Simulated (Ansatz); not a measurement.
# TaAs, pressure series

The reference is TaAs (space group I4_1md, No. 109; a = 3.463 Å, c = 11.733 Å).

Cell and atoms are relaxed at each pressure.

Computed with Ansatz (an electronic-structure program), PBE, PAW, cutoff 420 eV, scalar-relativistic without spin-orbit coupling.

Notes on the quantities. enthalpy: H = E + PV relative to the base's energy.

```json
[
 {"variant": "base", "enthalpy": "–", "lattice parameter a": "3.463 Å"},
 {"variant": "pressure −2 GPa", "enthalpy": "-0.22 eV/atom", "lattice parameter a": "3.474 Å"},
 {"variant": "pressure −1 GPa", "enthalpy": "-0.11 eV/atom", "lattice parameter a": "3.469 Å"},
 {"variant": "pressure 0.9 GPa", "enthalpy": "+0.10 eV/atom", "lattice parameter a": "3.458 Å"},
 {"variant": "pressure 2.1 GPa", "enthalpy": "+0.23 eV/atom", "lattice parameter a": "3.452 Å"},
 {"variant": "pressure 4.5 GPa", "enthalpy": "+0.49 eV/atom", "lattice parameter a": "3.440 Å"},
 {"variant": "pressure 9 GPa", "enthalpy": "+0.96 eV/atom", "lattice parameter a": "3.419 Å"},
 {"variant": "pressure 15 GPa", "enthalpy": "+1.58 eV/atom", "lattice parameter a": "3.395 Å"},
 {"variant": "pressure 22.5 GPa", "enthalpy": "+2.34 eV/atom", "lattice parameter a": "3.368 Å"},
 {"variant": "pressure 30 GPa", "enthalpy": "+3.07 eV/atom", "lattice parameter a": "3.344 Å"}
]
```

Load acts through the strain it causes; cell and atoms are relaxed under it. No phonon test of stability was made. Competing high-pressure phases were not computed. All final runs are without spin polarisation.
